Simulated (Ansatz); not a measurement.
Input and report of a finite-temperature phonon run in Ansatz (PBEsol). Spin-orbit coupling is not included. The cell is strained by 0.5 % in length from its relaxed static size. Melting and transitions to other phases are not modelled.

Ansatz 0.2 input:
```yaml
crystal:
  lattice:
    - [4.0052561808, 0.0, 0.0]
    - [0.0, 4.0052561808, 0.0]
    - [0.0, 0.0, 4.0052561808]
  atoms:
    - { symbol: K, position: [0.0, 0.0, 0.0] }
    - { symbol: Ta, position: [0.5, 0.5, 0.5] }
    - { symbol: O, position: [0.0, 0.5, 0.5] }
    - { symbol: O, position: [0.5, 0.5, 0.0] }
    - { symbol: O, position: [0.5, 0.0, 0.5] }
kpoints:
  mp_grid: { grid: [6, 6, 6] }
hamiltonian:
  xc: pbesol
  pseudopotentials: { kind: paw }
scf:
  occupations: { method: fixed }
phonons:
  supercell: [2, 2, 2]
  self_consistent:
    temperatures: [100, 300, 800]
    max_frequency_error: 3.0
    max_frames: 240
checkpoint:
  write: run
output:
  stress: true
```

```
--- Phonons at temperature: the self-consistent harmonic approximation ---
  56 frames of 40 atoms (2×2×2 cells), in populations of 8, 8, 8 at 800 K and 8, 8 at 300 K and 8, 8 at 100 K: nothing lacks frames
  of 56 their SCF's own steps read whether they stand on a minimum of the electronic energy; no probe, look outside the group or whole filling of a shell is made of a frame, whatever scf.lower_state_search; one on another minimum than the …
  at 100 K
    the largest error of a frequency is 0.19 times what was asked for; the fitted model misses 3.8 % of the forces, every mode counted alike and far frames for less, of frames that it was not fitted to; the frames count as 16.0 of this …
    softest of the free energy's second derivatives: 66.57 ± 0.54 cm⁻¹ at q 0.0000 0.0000 0.5000; ahead of this temperature's last population 66.90
    the crystal stands in this phase at this temperature, as far as these wave vectors tell
    the ions' mean positions are those at rest
    free energy -13010.798746 ± 0.000060 eV a cell, of which vibrations 0.263589; entropy 27.859 ± 0.029 J/(mol·K) of cells
      by the supercell's own 117 modes alone, which lack the rigid motions: not to be laid beside figures on a mesh. There are none: the force constants hold no dipole–dipole term between the supercell's wave vectors
      the supercell's own free energy is the best Gaussian's, an upper bound on the crystal's: what lies beyond it on the fitted surface stands below, to be added
    pressure -1.6199 ± 0.0266 GPa; at rest -2.9426, so that the ions' motion makes +1.3227
      stress (GPa, positive in compression): xx -1.6199 ± 0.0266, yy -1.6199 ± 0.0266, zz -1.6199 ± 0.0266, yz 0.0000 ± 0.0000, xz 0.0000 ± 0.0000, xy -0.0000 ± 0.0000
      by the supercell's own 117 modes alone, which lack the rigid motions: in the warmth about 1/40 of what the motion makes, which no ± holds; not to be laid beside figures on a mesh
    beyond the Gaussian, in the hollow that it stands in and those that the ions reach from there, by exact statistics on the surface that is fitted to the frames (rings of 26 beads):
      free energy -0.000856 ± 0.000051 eV a cell
      leaving out a pair of frames, or group of many, changes the fitted energy by up to 0.03 k_B T, T the rings' temperature (one standard deviation); of these ± those of the frequencies lack the bias that few frames leave, and those of …
      pressure +0.0471 ± 0.0088 GPa; with it, by the rings' own mean, -1.5727 ± 0.0275, so that the ions' motion makes +1.3700: by the supercell's own 117 modes alone, as the Gaussian's
      mean square displacement, over the three axes, of site 1 from 0, Ta, the most changed: 0.00447 ± 0.00004 Å², of which +0.00032 beyond the Gaussian's
      softest frequency by how far the rings' centres move (above zero always: no sign of whether the crystal stands): 65.78 ± 0.36 cm⁻¹ at q 0.5000 0.5000 0.0000
    frequencies (cm⁻¹; below zero: imaginary; ±: error) of the harmonic crystal, of the Gaussian, of the free energy's second derivatives, each in its own ascending order
      q 0.0000 0.0000 0.0000
           -68.32      116.47 ±  0.64      112.00 ±  0.80
           -68.32      116.47 ±  0.64      112.00 ±  0.80
           -68.32      116.47 ±  0.64      112.00 ±  0.80
           173.25      180.37 ±  0.46      179.33 ±  0.47
           173.25      180.37 ±  0.46      179.33 ±  0.47
           173.25      180.37 ±  0.46      179.33 ±  0.47
           257.71      264.33 ±  0.30      263.08 ±  0.40
           257.71      264.33 ±  0.30      263.08 ±  0.40
           257.71      264.33 ±  0.30      263.08 ±  0.40
           508.29      523.89 ±  0.91      521.69 ±  1.00
           508.29      523.89 ±  0.91      521.69 ±  1.00
           508.29      523.89 ±  0.91      521.69 ±  1.00
      q 0.0000 0.0000 0.5000, and 2 like it
            28.12       68.11 ±  0.37       66.57 ±  0.54
            28.12       68.11 ±  0.37       66.57 ±  0.54
           156.51      160.02 ±  0.17      159.11 ±  0.20
           156.51      160.02 ±  0.17      159.11 ±  0.20
           166.77      186.39 ±  0.40      184.95 ±  0.72
           166.77      199.00 ±  0.72      196.26 ±  1.07
           183.14      199.00 ±  0.72      196.26 ±  1.07
           201.61      205.36 ±  0.36      201.44 ±  1.13
           281.05      285.64 ±  0.39      284.19 ±  0.49
           326.87      327.19 ±  0.31      326.05 ±  0.73
           326.87      327.19 ±  0.31      326.05 ±  0.73
           414.30      414.69 ±  0.36      412.39 ±  1.07
           477.67      496.15 ±  0.48      493.56 ±  0.61
           477.67      496.15 ±  0.48      493.56 ±  0.61
           814.16      819.97 ±  1.62      807.03 ±  1.97
      q 0.0000 0.5000 0.5000, and 2 like it
            36.49       68.53 ±  0.28       66.71 ±  0.60
           145.28      148.04 ±  0.35      145.79 ±  0.48
           145.28      148.04 ±  0.35      145.79 ±  0.48
           156.26      159.91 ±  0.31      158.84 ±  0.33
           161.69      163.00 ±  0.45      161.55 ±  0.57
           230.92      235.46 ±  0.32      232.66 ±  0.84
           230.92      235.46 ±  0.32      232.66 ±  0.84
           326.69      326.61 ±  0.42      325.29 ±  0.47
           326.69      326.61 ±  0.42      325.29 ±  0.47
           348.05      349.22 ±  0.53      346.80 ±  0.65
           348.05      349.22 ±  0.53      346.80 ±  0.65
           429.72      435.57 ±  0.49      434.46 ±  0.50
           434.96      458.35 ±  0.54      455.09 ±  1.00
           545.81      570.35 ±  0.76      553.47 ±  4.18
           861.32      867.41 ±  0.95      855.34 ±  1.95
      q 0.5000 0.5000 0.5000
           154.44      156.85 ±  0.43      155.54 ±  0.44
           154.44      156.85 ±  0.43      155.54 ±  0.44
           154.44      156.85 ±  0.43      155.54 ±  0.44
```

 A stable verdict is local, and a supercell this small can stiffen soft modes, so the symmetric phase can look stable where the real crystal is distorted.

Cost: around 2.8 core-hours (rough).

Ansatz is an electronic-structure program.
